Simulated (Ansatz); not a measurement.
The starting structures come from a database of crystals and need not be the phases stable at ambient conditions.

 Where the default PAW files enter, the runs use the earlier of Ansatz's two default sets.

Input:

```yaml
crystal:
  lattice:
    - [3.86549, 0.00000, 0.00000]
    - [0.00000, 5.45561, 0.00000]
    - [0.00000, 0.00000, 3.86549]
  atoms:
    - { symbol: Al, position: [0.50000, 0.50000, 0.50000] }
    - { symbol: Ga, position: [0.00000, 0.00000, 0.00000] }
    - { symbol: P, position: [0.50000, 0.74961, 0.00000] }
    - { symbol: P, position: [0.00000, 0.25039, 0.50000] }
```

Space group of this cell: P-4m2. The cell is taken as given.

These are PBEsol (plane waves, PAW; Ansatz, an electronic-structure program) values and carry that method's errors.

The current runs along the normal of the first two printed vectors; no spin-orbit coupling. Scaled by the factor s: the length along the current (ions clamped). Meshes 8×6×8 and 8×6 across the current in all rows.

```json
[
 {"s": "0.97", "mean pressure (GPa)": "2.5", "band gap (eV)": "1.28"},
 {"s": "1.00", "mean pressure (GPa)": "-0.3", "band gap (eV)": "1.49"},
 {"s": "1.03", "mean pressure (GPa)": "-2.6", "band gap (eV)": "?"}
]
```

**Question.** Take the slope of the band gap against ln s from the two given rows, extrapolate to s = 1.03, and say what the run there gives.

**Answer.** Slope = (1.28 − 1.49) / ln 0.97 = 6.89 eV. The line gives 1.49 + (6.89) × ln 1.03 = 1.69 eV. The run gives 1.42 eV, 0.27 eV under the line, 134 % of the predicted step.
